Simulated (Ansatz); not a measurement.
BAs under a change: biaxial strain −2.50 %, plane normal [111], relaxed out of plane

The parent structure is BAs in the zinc blende structure (space group F-43m, No. 216; a = 4.7839 Å). Axes: x, y, z lie along the cube axes.

One thing is altered: compressive biaxial strain of 2.50 % in the plane normal to [111], as in epitaxy on a mismatched substrate; the out-of-plane cell vector and the atoms relax.

Level of theory: Ansatz (a quantum-chemistry and plane-wave program) r2SCAN, scalar-relativistic without spin-orbit coupling. Γ-centred 12×12×12 mesh, Fermi–Dirac width 0.05 eV.

- Volume per atom = 13.08 Å³ (base 13.69 Å³)
- Shortest interatomic distance = 2.032 Å (base 2.071 Å)
- Energy relative to the base (free energy F) = +22 meV/atom
- Pressure (mean of the normal stresses, compression positive) = 7.09 GPa (base 0.00 GPa)
- Band gap = 1.19 eV (base 1.38 eV)
- Gap character = indirect, Γ → F–Γ (17 % along)
- Smallest direct gap = 2.97 eV (base 3.44 eV)
- Valence-band top at Γ (three highest levels, from the VBM) = 0.00, 0.00, -0.30 eV (base 0.00, 0.00, 0.00 eV)
- Out-of-plane strain = +0.54 %
- Ratio −ε⊥/ε∥ = 0.22
- Mean in-plane stress (compression positive) = +10.6 GPa

Final structure (turned so that z lies along the plane normal):

```
BAs
1.0
    3.29813     0.00000     0.00000
    1.64907     2.85627     0.00000
    1.64907    -0.95209     2.77689
B As
1 1
Direct
  0.99816   0.00092   0.00276
  0.50184   0.24908   0.74724
```

Cost of the whole job for the changed cell (relaxation, final SCF and bands): about 70 core-seconds (a rough figure).

No phonon test of stability was made. Labels are those of the standard path for the cell's own space group.
